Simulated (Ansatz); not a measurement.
All values below come from PBE (plane waves to 420 eV, PAW; Ansatz, a quantum-chemistry and plane-wave program).

Plane-averaged electrostatic potential energy along the normal, in eV from the Fermi level, for a constructed model of the (111)A surface of 3C silicon carbide, Si-terminated, Si trimer, 2x2 (bottom of the slab: 4 H on 4 bottom sites):

(z (Å), V (eV)): (3.79, 3.10); (4.08, 3.10); (4.38, 3.10); (4.67, 3.10); (4.96, 3.10); (5.25, 3.10); (5.54, 3.10); (5.83, 3.10); (6.12, 3.09); (6.42, 3.09); (6.71, 3.07); (7.00, 3.04); (7.29, 2.94); (7.58, 2.69); (7.88, 2.04); (8.17, 0.19); (8.46, 0.22); (8.75, -0.25); (9.04, -5.72); (9.33, -12.32); (9.62, -15.84); (9.92, -15.14); (10.21, -12.64); (10.50, -7.74); (10.79, -2.26); (11.08, -0.12); (11.38, -2.15); (11.67, -8.35); (11.96, -14.46); (12.25, -16.35); (12.54, -14.70); (12.83, -11.36); (13.12, -5.72); (13.42, -1.10); (13.71, -0.20); (14.00, -3.93); (14.29, -10.59); (14.58, -15.68); (14.88, -16.07); (15.17, -13.85); (15.46, -9.65); (15.75, -3.82); (16.04, -0.45); (16.33, -0.88); (16.62, -6.15); (16.92, -12.88); (17.21, -16.25); (17.50, -15.11); (17.79, -12.10); (18.08, -7.19); (18.38, -1.80); (18.67, 1.24); (18.96, 1.89); (19.25, 0.30); (19.54, -3.65); (19.83, -6.99); (20.12, -7.32); (20.42, -4.39); (20.71, 0.03); (21.00, 2.95); (21.29, 4.35); (21.58, 5.01); (21.88, 5.31); (22.17, 5.45); (22.46, 5.51); (22.75, 5.53); (23.04, 5.55); (23.33, 5.55); (23.62, 5.55); (23.92, 5.55); (24.21, 5.55); (24.50, 5.56)

Model: 39-atom slab, 11.5 Å thick at the start with caps and adatoms (thin: gaps and levels are the slab's own), 5x5x1 mesh, Fermi-Dirac 0.025 eV, dipole correction, 8 atoms held, the rest relaxed; symmetry of the start imposed; no spin (no spin-polarised run to compare, though such a face may carry moments), no spin-orbit, no U. The slab shows no gap on its mesh. It is one candidate, not shown to be the stable structure of the face.

Q: The surface cell has an area of 33.23 Å². What dipole along the normal does the step between the two vacuum levels imply?

A: the top vacuum level lies 2.46 eV above the bottom one; p = −ε₀ A ΔV (ε₀ = 0.005526 e/(V·Å)) gives -0.45 e·Å a cell.
